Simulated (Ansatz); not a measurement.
The starting structures come from a database of crystals and need not be the phases stable at ambient conditions.

By PBEsol, the system below comes out a metal.

The ballistic (Sharvin) conductance counts the channels at the Fermi level: G/A = (e²/h) × channels of both spins per area.

Consider the following.

```yaml
crystal:
  lattice:
    - [3.98774, 0.00000, 0.00000]
    - [-1.99387, 3.45349, 0.00000]
    - [1.99387, 1.15116, 3.25598]
  atoms:
    - { symbol: In, position: [0.00000, 0.50000, 0.50000] }
    - { symbol: As, position: [0.00000, 0.00000, 0.00000] }
```

Space group of this cell: Fm-3m, rock salt. The cell is strained (all lengths scaled by 0.98); by PBEsol its mean pressure is 0.5 GPa.

The current flows along the normal of the first two printed cell vectors, the (111) plane of the conventional cell. No spin-orbit coupling; the value is a mean over 0.1 eV about the Fermi level.

Q: Estimate the ballistic conductance per area that PBEsol (Ansatz, a program for electronic structure) returns for this system.

A: 0.87 × 10¹⁵ S/m² for both spins.
